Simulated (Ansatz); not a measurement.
**AlN under a change: uniaxial strain ε_zz = +1.81 %**

Start from AlN in the wurtzite structure (space group P6_3mc, No. 186; a = 3.1067 Å, c = 4.9785 Å). Axes: x lies along a and z along c of the hexagonal cell.

Perturbation: the cell is stretched by 1.81 % along z with no lateral relaxation, atoms relaxed at fixed cell.

Computed with r2SCAN (Ansatz, an electronic-structure program, PAW, no SOC). Settings: 12×12×7 k-points, 0.05 eV Fermi–Dirac smearing.

| quantity | base | changed | shift |
|---|---|---|---|
| volume per atom | 10.40 Å³ | 10.59 Å³ | +0.19 Å³ |
| shortest interatomic distance | 1.888 Å | 1.896 Å | +0.008 Å |
| energy relative to the base (free energy F) | 0 meV/atom | +4.1 meV/atom | +4.1 meV/atom |
| pressure (mean of the normal stresses, compression positive) | 0.01 GPa | -3.45 GPa | -3.46 GPa |
| band gap | 4.88 eV | 4.80 eV | -0.08 eV |
| gap character | direct at Γ | direct at Γ | – |
| width of the top valence band | 2.41 eV | 2.28 eV | -0.13 eV |
| electron mass | – | 0.28 mₑ along z, 0.31 mₑ across (at Γ) | – |
| valence-band top at Γ (three highest levels, from the VBM) | 0.00, -0.22, -0.22 eV | 0.00, -0.06, -0.06 eV | – |
| stress (xx, yy, zz, yz, xz, xy; compression positive) | – | (-1.71, -1.71, -6.93, 0.00, 0.00, 0.00) GPa | – |

Effective masses come from finite differences of ±0.01 Å⁻¹. Stability against distortions was not tested.
